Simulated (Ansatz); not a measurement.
SiO₂ (Pbcn, No. 60; cell taken from a computed entry), treated with PBEsol in Ansatz (PAW).

Settings: plane-wave cutoff 520 eV, 8×8×8 k mesh, scalar-relativistic PAW data made under PBE.

Computed at the level's own relaxed cell.

Elastic tensor (GPa, Voigt notation, ions relaxed):

```
  535.9   177.1   168.1     0.0     0.0     0.0
  177.1   586.5   165.5     0.0     0.0     0.0
  168.1   165.5   656.6     0.0     0.0     0.0
    0.0     0.0     0.0   205.3     0.0     0.0
    0.0     0.0     0.0     0.0   228.6     0.0
    0.0     0.0     0.0     0.0     0.0   252.4
```

**Question.** Work out the Voigt, Reuss and Hill averages of the bulk and shear moduli, Young's modulus and Poisson's ratio from the printed constants.

**Answer.** K_V = [C11 + C22 + C33 + 2(C12 + C13 + C23)]/9 = [1779.0 + 2 × 510.7]/9 = 311.2 GPa. G_V = [1779.0 − 510.7 + 3 × 686.3]/15 = 221.8 GPa. From the compliances S = C⁻¹, K_R = 309.6 and G_R = 219.4 GPa. Hill means: K = 310.4, G = 220.6 GPa. E = 9KG/(3K + G) = 535 GPa, ν = (3K − 2G)/(6K + 2G) = 0.21, K/G = 1.41.

Note: the relaxation could not lower the start's symmetry, so the cell can be a saddle point above a distorted one.

Static lattice: no zero-point or thermal effects.

Ansatz is a quantum-chemistry and plane-wave program.
